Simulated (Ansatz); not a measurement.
Take Pd in the fcc (Cu type) structure (space group Fm-3m, No. 225; a = 3.943 Å) as the base.

Method: PBE (Ansatz, a program for electronic structure, PAW, no spin-orbit coupling), earlier PAW set.

Base values:

| Property | Result |
|---|---|
| Band gap | zero |
| Lattice parameter a | 3.943 Å |

The change: cell and atoms relaxed at a pressure of 0.7 GPa.

Question: What happens to the band gap?

Answer: The band gap is still zero.

Question: Estimate the effect on the lattice parameter a.

Answer: The lattice parameter a drops by 0.0054 Å (3.943 Å → 3.937 Å).

Load acts through the strain it causes; cell and atoms are relaxed under it. Whether these cells are dynamically stable was not tested. All final runs are without spin polarisation.
